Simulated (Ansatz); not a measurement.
## Y under a change: isotropic strain +4.95 %

Base system: Y in the hcp (Mg type) structure (space group P6_3/mmc, No. 194; a = 3.6524 Å, c = 5.7030 Å; relaxed with 0.1 eV smearing).

It is then changed as follows: every lattice vector is stretched by 4.95 %, atoms relaxed at fixed cell.

The values are results of PBE (Ansatz, an electronic-structure program), no spin-orbit coupling, earlier PAW set, not measurements. Γ-centred 18×18×10 mesh, Fermi–Dirac width 0.1 eV.

The space group is still P6_3/mmc (No. 194) and the shortest interatomic distance goes up by 0.1756 Å (3.547 Å → 3.722 Å). The energy rises by 82 meV/atom and the pressure (mean of the normal stresses, compression positive) goes from zero to -4.6 GPa. The band gap is still zero.

Final structure:

```
CELL_PARAMETERS angstrom
      3.83318     0.00000     0.00000
     -1.91659     3.31963     0.00000
      0.00000     0.00000     5.98533
ATOMIC_POSITIONS crystal
  Y  0.33333 0.66667 0.75000
  Y  0.66667 0.33333 0.25000
```

Whether these cells are dynamically stable was not tested. The final runs are not spin-polarised.
